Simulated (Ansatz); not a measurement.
BP (F-43m), Ansatz (a program for electronic structure) with PBE with spin-orbit coupling, rigid bands: N_c = 4.24e19 cm⁻³ at 300 K and an electron conductivity mass of 0.334 mₑ.

**Question.** For 1e16 electrons per cm³ at 300 K, place the Fermi level, estimate the Seebeck coefficient of a parabolic band with constant τ, and give mobility and conductivity for τ = 20 fs.

**Answer.** The level lies k_BT ln(N_c/n) = 0.216 eV below the conduction-band minimum. S ≈ −(k_B/e)[ln(N_c/n) + 5/2] = -935 μV/K, against -932 μV/K from the full bands (mean over directions). μ = eτ/m = 105 cm²/(V·s) and σ = neμ = 0.169 S/cm. τ is assumed, not computed.

Band transport and this doping are assumed; polarons and phonon drag are left out. Geometry: cell and atoms relaxed with PBEsol.
